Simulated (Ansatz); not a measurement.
Base system: SiSe2 (space group Ibam, No. 72; a = 6.615 Å, b = 11.269 Å, c = 5.933 Å; made of chains).

The values are results of Ansatz (a quantum-chemistry and plane-wave program), PBE, PAW, cutoff 420 eV, scalar-relativistic without spin-orbit coupling, not measurements.

Carriers are added at fixed cell with a uniform background; the Fermi–Dirac width is that of 300 K.

One change was made to it. Results:

```tsv
quantity	base	after
gap between the host's bands	2.22 eV	2.49 eV
Fermi level relative to the doped band's edge (positive inside the band; to 0.05 eV)	–	+0.35 eV
```

Task: Which change produced these results?
(A) electrons 5.0×10^21 cm⁻³
(B) electrons 3.0×10^21 cm⁻³
(C) holes 5.0×10^21 cm⁻³
(D) electrons 7.0×10^21 cm⁻³
(E) holes 2.0×10^21 cm⁻³

Result: C, holes 5.0×10^21 cm⁻³. For comparison, the gap between the host's bands in the other runs: electrons 7.0×10^21 cm⁻³ gives 1.78 eV; electrons 5.0×10^21 cm⁻³ gives 1.93 eV; holes 2.0×10^21 cm⁻³ gives 2.33 eV; electrons 3.0×10^21 cm⁻³ gives 2.05 eV.

Carriers are added with a uniform compensating background; total energy and stress of such cells depend on the potential's zero and are not compared; many-body gap narrowing is missing at this level. Stability against distortions was not tested. No dispersion term is included, though the crystal is made of layers, chains or molecules, so its spacings can come out too wide.
